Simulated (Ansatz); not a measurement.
Crystal: SrNiF6 (R-3m, not sure to be the ambient phase, 8 atoms a cell, 12.0 Å³ an atom); planes in its conventional cell.

Method: r2SCAN (plane waves, PAW; Ansatz, a program for electronic structure).

The gap is the functional's own, uncorrected, and κ follows it; spin-orbit coupling is left out. Mid-gap values are interpolated between the computed energies.

```json
[
 {"plane": "(100)", "area of the cell (Å²)": "47.0", "mid-gap κ (1/Å)": "0.42", "largest κ in the gap (1/Å)": "0.42"},
 {"plane": "(110)", "area of the cell (Å²)": "27.1", "mid-gap κ (1/Å)": "…", "largest κ in the gap (1/Å)": "…"}
]
```

Problem. The slowest decay depends on the direction. Supply the withheld values.

Solution. 
- (110), mid-gap κ (1/Å): 0.46
- (110), largest κ in the gap (1/Å): 0.48
